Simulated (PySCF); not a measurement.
PySCF 2.14.0, PBE/def2-svp, df: W(NH)(F)3(OMe) (C[O][W](=[NH])([F])([F])[F]), 11 atoms. The geometry is a generated start, not checked to be a minimum at this level.

```
Item                                                Result
-------------------------  -------------------------------
task                                                energy
method                                                 pbe
basis                                             def2-svp
two-electron scheme                        density fitting
mol.max_memory                                     3000 MB
mf.max_cycle                                           100
mf.init_guess                              minao (default)
mf.DIIS                                    CDIIS (default)
mf.diis_space                                  8 (default)
mf.conv_tol                                1e-09 (default)
mf.grids.level                                 3 (default)
effective core potentials  those of the basis set, past Kr
basis functions                                        136
grid points                                         148432
```

```xyz
11

W     -1.0878    -0.0480     0.4037
N     -1.5998     0.8359    -1.0670
H     -1.8869     1.3662    -1.8934
F     -2.4598    -1.0892     1.1365
F     -1.3412     0.9492     1.9935
F     -0.5359    -1.7822    -0.2161
O      0.7070     0.2120     0.7019
C      1.8333    -0.0574    -0.1070
H      1.5535     0.0749    -1.1701
H      2.6509     0.6279     0.1500
H      2.1667    -1.0894     0.0680
```

Charge 0 and multiplicity 1 are set for this test and not shown to be the ground state.

One run each on 2 threads, 1 BLAS thread. Values of level_shift (Hartree) tried: 0 (default), 0.1, 0.3, 1.

Task: Predict the course of the Fock builds along this series.

Result: Fewest Fock builds, within one of each other: 0 (default) with 17, 0.1 with 16. The count rises to 46 at 1. All converge to one solution.

```json
[
 {"level_shift (Hartree)": "0 (default)", "Fock builds": "17", "end": "same solution"},
 {"level_shift (Hartree)": "0.1", "Fock builds": "16", "end": "same solution"},
 {"level_shift (Hartree)": "0.3", "Fock builds": "20", "end": "same solution"},
 {"level_shift (Hartree)": "1", "Fock builds": "46", "end": "same solution"}
]
```
